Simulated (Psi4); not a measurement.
Psi4 1.11, unrestricted PBE/def2-svp: CC[NH], charge 0, multiplicity 2, 9 atoms. The geometry is a generated start, not checked to be a minimum at this level.

```yaml
task: energy
method: pbe
basis: def2-svp
memory: 3 GB
maxiter: 100
keys_of_the_molecule_block: symmetry c1
scf_type: df (default)
e_convergence: 1e-06 (default)
d_convergence: 1e-06 (default)
dft_radial_points: 75 (default)
dft_spherical_points: 302 (default)
basis_functions: 72
grid_points: 193884
```

```xyz
9

C     -0.9928     0.3285    -0.0194
C      0.3769    -0.3299    -0.1229
N      1.3516     0.3994     0.5518
H     -1.7470    -0.2759    -0.5162
H     -0.9659     1.3124    -0.4785
H     -1.2616     0.4498     1.0264
H      0.3245    -1.3694     0.2640
H      0.6489    -0.4696    -1.1907
H      2.2654    -0.0452     0.4855
```

Charge 0 and multiplicity 2 are set for this test and not shown to be the ground state.

With the defaults (diis = true, scf_initial_accelerator = adiis, damping_percentage = 0, soscf = false, soscf_start_convergence = 0.01, guess = auto, which took SAD, diis_start = 1, diis_max_vecs = 10, level_shift = 0, level_shift_cutoff = 0.01) it converges in 10 SCF iterations. One run each on 2 threads, with these changes:
- guess = sap
- scf_initial_accelerator = ediis
- guess = sapgau
- guess = sadno
- level_shift = 0.5, level_shift_cutoff = 0.001
- diis_start = 4
- diis_max_vecs = 3
- diis = false, scf_initial_accelerator = none, damping_percentage = 60
- soscf = true, soscf_start_convergence = 0.1

Problem. Which of these changes keep the SCF from converging, or lead it to another solution?

Solution. No convergence: diis = false, scf_initial_accelerator = none, damping_percentage = 60 (the run ends without SCF convergence in 100 iterations). The rest reach the solution of the defaults.

| setting | SCF iterations | JK calls | end |
|---|---|---|---|
| soscf = true, soscf_start_convergence = 0.1 | 6 | 22 | same solution |
| level_shift = 0.5, level_shift_cutoff = 0.001 | 9 | 10 | same solution |
| the defaults | 10 | 11 | same solution |
| scf_initial_accelerator = ediis | 10 | 11 | same solution |
| guess = sap | 10 | 10 | same solution |
| guess = sapgau | 10 | 10 | same solution |
| guess = sadno | 11 | 11 | same solution |
| diis_max_vecs = 3 | 12 | 13 | same solution |
| diis_start = 4 | 14 | 15 | same solution |
| diis = false, scf_initial_accelerator = none, damping_percentage = 60 | 100 | 101 | no convergence |

An SOSCF iteration holds several JK calls; a Hückel guess adds calls on atoms.
